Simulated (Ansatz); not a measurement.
The reference is GaS in the beta-GaS type structure (space group P6_3/mmc, No. 194; layered, stacked along the Cartesian z axis).

```yaml
crystal:
  lattice:
    - [3.53441, 0.00000, 0.00000]
    - [-1.76721, 3.06089, 0.00000]
    - [0.00000, 0.00000, 15.04125]
  atoms:
    - { symbol: Ga, position: [0.33333, 0.66667, 0.66957] }
    - { symbol: Ga, position: [0.66667, 0.33333, 0.16957] }
    - { symbol: Ga, position: [0.66667, 0.33333, 0.33043] }
    - { symbol: Ga, position: [0.33333, 0.66667, 0.83043] }
    - { symbol: S, position: [0.33333, 0.66667, 0.09695] }
    - { symbol: S, position: [0.66667, 0.33333, 0.59695] }
    - { symbol: S, position: [0.66667, 0.33333, 0.90305] }
    - { symbol: S, position: [0.33333, 0.66667, 0.40305] }
```

Cartesian axes are those of the cell as printed.

Calculations: PBEsol-D3(BJ) (Ansatz, a program for electronic structure; PAW; 420 eV plane waves; spin-orbit coupling left out), earlier PAW set.

Strains are applied to the cell and any free atomic positions relax; under stress the whole cell relaxes.

One change was made to it. Results:

The smallest direct gap grows by 0.45 eV (1.73 eV → 2.18 eV); the band gap decreases by 0.35 eV, from 1.29 eV to 0.94 eV; the gap character becomes indirect, Γ → K (base: indirect, Γ → M).

Problem. Which change produced these results?
A. isotropic strain −0.65 %
B. isotropic strain −5.10 %
C. isotropic strain −2.72 %
D. uniaxial stress, 5 GPa compression along x

Solution. C, isotropic strain −2.72 %. For comparison, the band gap in the other runs: isotropic strain −0.65 % gives 1.26 eV; uniaxial stress, 5 GPa compression along x gives 1.28 eV; isotropic strain −5.10 % gives 0.52 eV.

Gaps are read on the SCF mesh and a high-symmetry path. Stability under load was not tested beyond the relaxation. k-point labels follow each cell's own Brillouin zone.
